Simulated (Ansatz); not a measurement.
**Be5Pt: response to strain**

The reference is Be₅Pt (space group F-43m, No. 216; a = 5.940 Å; a cell from a computed database, its experimental status unchecked). Axes: x, y, z lie along the cube axes.

Strains are applied to the cell and any free atomic positions relax; under biaxial strain the out-of-plane vector relaxes too.

All numbers come from PBEsol (Ansatz, an electronic-structure program, PAW, no spin-orbit coupling).

```csv
variant,band gap,pressure,gap character
base,0.16 eV,0.01 GPa,"indirect, K–Γ (67 % along) → W"
"biaxial strain −0.37 %, plane normal [111], relaxed out of plane",0.15 eV,1.10 GPa,"indirect, k = (0, 0.143, 0.143) in the run's primitive reciprocal basis → H₀"
isotropic strain −3.15 %,0.21 eV,20.16 GPa,"indirect, K–Γ (67 % along) → W"
isotropic strain +3.32 %,zero,-14.0 GPa,–
uniaxial strain ε_yy = −3.44 %,0.11 eV,6.71 GPa,"indirect, k = (0, 0.143, -0.143) in the run's primitive reciprocal basis → G–M (17 % along)"
```

With Pt present, leaving out spin-orbit coupling can change the band edges. No phonon test of stability was made. The final runs are not spin-polarised. k-point labels follow each cell's own Brillouin zone.
